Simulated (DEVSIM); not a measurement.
System: abrupt GaAs p-n junction, at 400 K.

```tsv
layer (left to right)	material	thickness (μm)	Nd (cm⁻³)	Na (cm⁻³)	τn (s)	τp (s)
1	GaAs	33.0	-	1.3e17	7e-8	7e-8
2	GaAs	0.810	2.2e15	-	7e-8	7e-8
```

Left contact: ohmic. Right contact: ohmic. Voltage is applied to the left contact. Recombination: SRH at mid-gap, radiative, Auger. Mobility is constant in doping.

Constants are typed, rounded textbook-type inputs, not results; the design itself was drawn at random and stands for no fabricated device. Values at 300 K; Nc and Nv go as T^1.5, mobilities as T to minus their exponent, the gap by Varshni's rule with the affinity fixed.

```csv
parameter,GaAs
gap (eV),1.424
affinity (eV),4.07
permittivity,12.9
Nc (cm⁻³),4.7e17
Nv (cm⁻³),9e18
μn (cm²/Vs),8500
μp (cm²/Vs),400
T exponent of μn,2.1
T exponent of μp,2.2
B (cm³/s),2e-10
Cn (cm⁶/s),1e-30
Cp (cm⁶/s),1e-30
Varshni α (eV/K),0.000541
Varshni β (K),204
```

DEVSIM, 1D drift-diffusion, Boltzmann statistics, complete ionisation; no tunnelling, impact ionisation, image-force lowering or self-heating.

Tabulate band edges, carrier densities and field at zero bias.

Energies count from the Fermi level of the right contact; mesh points crowd at the junctions.

| x (μm) | Ec (eV) | Ev (eV) | n (cm⁻³) | p (cm⁻³) | field (V/cm) |
|---|---|---|---|---|---|
| 0.000 | 1.216 | -0.161 | 340 | 1.3e17 | ≈ 0 |
| 0.03028 | 1.216 | -0.161 | 340 | 1.3e17 | ≈ 0 |
| 0.1038 | 1.216 | -0.161 | 340 | 1.3e17 | ≈ 0 |
| 0.2648 | 1.216 | -0.161 | 340 | 1.3e17 | ≈ 0 |
| 0.8804 | 1.216 | -0.161 | 340 | 1.3e17 | ≈ 0 |
| 2.020 | 1.216 | -0.161 | 340 | 1.3e17 | ≈ 0 |
| 4.594 | 1.216 | -0.161 | 340 | 1.3e17 | ≈ 0 |
| 14.44 | 1.216 | -0.161 | 340 | 1.3e17 | ≈ 0 |
| 24.42 | 1.216 | -0.161 | 340 | 1.3e17 | ≈ 0 |
| 29.37 | 1.216 | -0.161 | 340 | 1.3e17 | ≈ 0 |
| 31.41 | 1.216 | -0.161 | 340 | 1.3e17 | ≈ 0 |
| 32.49 | 1.216 | -0.161 | 340 | 1.3e17 | ≈ 0 |
| 32.80 | 1.216 | -0.161 | 340 | 1.3e17 | ≈ 0 |
| 32.92 | 1.216 | -0.161 | 340 | 1.3e17 | -170 |
| 32.99 | 1.188 | -0.189 | 770 | 5.8e16 | -18000 |
| 33.02 | 1.125 | -0.252 | 4800 | 9.2e15 | -25000 |
| 33.06 | 1.016 | -0.361 | 110000 | 3.9e14 | -22000 |
| 33.17 | 0.795 | -0.582 | 6.9e7 | 6.4e11 | -19000 |
| 33.49 | 0.350 | -1.027 | 2.8e13 | 1600000 | -8800 |
| 33.68 | 0.237 | -1.140 | 7.4e14 | 60000 | -3800 |
| 33.77 | 0.211 | -1.167 | 1.6e15 | 28000 | -2500 |
| 33.81 | 0.200 | -1.177 | 2.2e15 | 20000 | -2300 |
